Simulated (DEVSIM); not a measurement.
Structure: Al/SiO2/n-GaSb capacitor, at 300 K.

```csv
layer (left to right),material,thickness (nm),Nd (cm⁻³)
1,SiO2,2.30,-
2,GaSb,9100,4.3e15
```

Metal gate on the left, work function 4.1 eV. Fixed charge at the semiconductor interface 0 cm⁻² (in units of +e); interface traps 2.6e12 cm⁻² eV⁻¹, uniform in energy, neutral level at 0.7 of the gap above the valence band.

The device is made up for the run: typed textbook-type constants, with dimensions and the other settings drawn at random. Values at 300 K.

| parameter | SiO2 | GaSb |
|---|---|---|
| gap (eV) | 9 | 0.726 |
| affinity (eV) | 0.9 | 4.06 |
| permittivity | 3.9 | 15.7 |
| Nc (cm⁻³) | - | 2.1e17 |
| Nv (cm⁻³) | - | 1.8e19 |

Simulated with DEVSIM: 1D Poisson equation in equilibrium, Boltzmann statistics, complete ionisation; no quantum confinement or tunnelling. Metal contacts follow the ideal Schottky-Mott rule: no Fermi-level pinning, no interface dipoles.

Base results: minimum of the low-frequency capacitance (μF/cm²) 0.351; capacitance of the dielectric stack (μF/cm²) 1.50; threshold voltage (band bending 2φF) (V) -0.57; flat-band voltage (V) -0.03.

Q: What follows from this one change: gate work function 4.1 → 4.4 eV?

A: minimum of the low-frequency capacitance little changed (0.351 μF/cm²); capacitance of the dielectric stack little changed (1.50 μF/cm²); threshold voltage (band bending 2φF) -0.57 → -0.27 V; flat-band voltage -0.03 → 0.27 V.

Q: What follows from this one change: substrate doping 4.3e+15 → 8.6e+14 cm^-3?

A: minimum of the low-frequency capacitance 0.351 → 0.339 μF/cm²; capacitance of the dielectric stack little changed (1.50 μF/cm²); threshold voltage (band bending 2φF) -0.57 → -0.51 V; flat-band voltage -0.03 → -0.08 V.

Q: What follows from this one change: SiO2 thickness 0.0023 → 0.0013 μm?

A: minimum of the low-frequency capacitance 0.351 → 0.391 μF/cm²; capacitance of the dielectric stack 1.50 → 2.66 μF/cm²; threshold voltage (band bending 2φF) -0.57 → -0.53 V; flat-band voltage -0.03 → -0.04 V.

Q: What follows from this one change: interface trap density 2.6e+12 → 3e+11 cm^-2 eV^-1?

A: minimum of the low-frequency capacitance 0.351 → 0.0847 μF/cm²; capacitance of the dielectric stack little changed (1.50 μF/cm²); threshold voltage (band bending 2φF) -0.57 → -0.50 V; flat-band voltage -0.03 → -0.06 V.
